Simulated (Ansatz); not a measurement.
The starting structures come from a database of crystals and need not be the phases stable at ambient conditions.

Inside the gap of an insulator the Bloch states are evanescent, with a wavenumber k + iκ along the transport direction.

Consider the following.

```
BaO3Si
1.0
    4.63802     0.00000     0.00000
    0.00000    12.70791     0.00000
    0.00000     0.00000     5.69167
Ba Si O
4 4 12
Direct
  0.27059   0.85791   0.81560
  0.22941   0.35791   0.18440
  0.77059   0.14209   0.68440
  0.72941   0.64209   0.31560
  0.81892   0.92703   0.30347
  0.68108   0.42703   0.69653
  0.31892   0.07297   0.19653
  0.18108   0.57297   0.80347
  0.75978   0.90636   0.58017
  0.74022   0.40636   0.41983
  0.25978   0.09364   0.91983
  0.24022   0.59364   0.08017
  0.75049   0.83252   0.12164
  0.74951   0.33252   0.87836
  0.25049   0.16748   0.37836
  0.24951   0.66748   0.62164
  0.32916   0.45744   0.72318
  0.17084   0.95744   0.27682
  0.82916   0.54256   0.77682
  0.67084   0.04256   0.22318
```

Space group of this cell: P2_12_12_1. The cell is taken as given; by r2SCAN its mean pressure is -4.0 GPa.

Transport runs along the normal of the first two printed cell vectors.

The gap is the functional's own, uncorrected, and κ follows it; spin-orbit coupling is left out. Mid-gap values are interpolated between the computed energies.

Estimate the band gap and the smallest decay constant κ at mid-gap that r2SCAN (Ansatz, a quantum-chemistry and plane-wave program) returns for this system.

Gap 5.12 eV on a 8×4×6 mesh; κ = 0.432 1/Å, at the zone centre.
